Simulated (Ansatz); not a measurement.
(MgSe)4/(HgSe)5 zinc blende (111) superlattice on MgSe (MgSe held in this type, which need not be the stable form), space group P3m1.

The geometry comes from a PBE relaxation.

```yaml
crystal:
  lattice:
    - [4.23909, 0.00000, 0.00000]
    - [-2.11954, 3.67116, 0.00000]
    - [0.00000, 0.00000, 32.54651]
  atoms:
    - { symbol: Mg, position: [0.00000, 0.00000, 0.99881] }
    - { symbol: Se, position: [0.00000, 0.00000, 0.07865] }
    - { symbol: Mg, position: [0.33333, 0.66667, 0.10536] }
    - { symbol: Se, position: [0.33333, 0.66667, 0.18507] }
    - { symbol: Mg, position: [0.66667, 0.33333, 0.21176] }
    - { symbol: Se, position: [0.66667, 0.33333, 0.29151] }
    - { symbol: Mg, position: [0.00000, 0.00000, 0.31799] }
    - { symbol: Se, position: [0.00000, 0.00000, 0.39788] }
    - { symbol: Hg, position: [0.33333, 0.66667, 0.43044] }
    - { symbol: Se, position: [0.33333, 0.66667, 0.51257] }
    - { symbol: Hg, position: [0.66667, 0.33333, 0.54525] }
    - { symbol: Se, position: [0.66667, 0.33333, 0.62751] }
    - { symbol: Hg, position: [0.00000, 0.00000, 0.66033] }
    - { symbol: Se, position: [0.00000, 0.00000, 0.74256] }
    - { symbol: Hg, position: [0.33333, 0.66667, 0.77536] }
    - { symbol: Se, position: [0.33333, 0.66667, 0.85760] }
    - { symbol: Hg, position: [0.66667, 0.33333, 0.89051] }
    - { symbol: Se, position: [0.66667, 0.33333, 0.97310] }
```

Calculation: HSE06 with spin-orbit coupling (plane waves to 420 eV, PAW; Ansatz, an electronic-structure program).  Its k-point mesh 6×6×1, Fermi–Dirac width 0.01 eV. HSE06 ran on meshes of its own (6×6×1); its edges and gaps are taken over the mesh and over extra points off it, mostly where PBE has its edges.

List the levels next to the gap at (0.000, 0.000, 0.500) of this cell's own (folded) zone, from the top of the valence band (the table ends after a fixed count of bands, which can cut a degenerate set).


```csv
band,E − E_v (eV)
v8,-0.427
v7,-0.427
v6,-0.246
v5,-0.246
v4,-0.199
v3,-0.199
v2,0.000
v1,0.000
c1,0.247
c2,0.247
c3,1.037
c4,1.037
c5,1.758
c6,1.758
c7,2.082
c8,2.082
```
